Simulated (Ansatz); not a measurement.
Base system: MgO in the rock salt structure (space group Fm-3m, No. 225; a = 4.214 Å).

Level of theory: PBEsol in Ansatz (plane waves to 420 eV, PAW, scalar-relativistic without spin-orbit coupling).

Strains are applied to the cell and any free atomic positions relax.

One change was made to it. Results:

```csv
quantity,base,after
energy relative to the base (free energy F),0 meV/atom,+8.9 meV/atom
width of the top valence band,1.79 eV,1.71 eV
pressure,0.01 GPa,-6.41 GPa
mean gap deformation potential ΔEg/Δln V,–,-9.3 eV
```

Task: Which change produced these results?
A) isotropic strain +3.00 %
B) isotropic strain +1.50 %
C) isotropic strain −0.50 %

Result: B, isotropic strain +1.50 %. For comparison, the energy relative to the base in the other runs: isotropic strain +3.00 % gives +34 meV/atom; isotropic strain −0.50 % gives +1.1 meV/atom.

Whether these cells are dynamically stable was not tested.

Ansatz is a first-principles code.
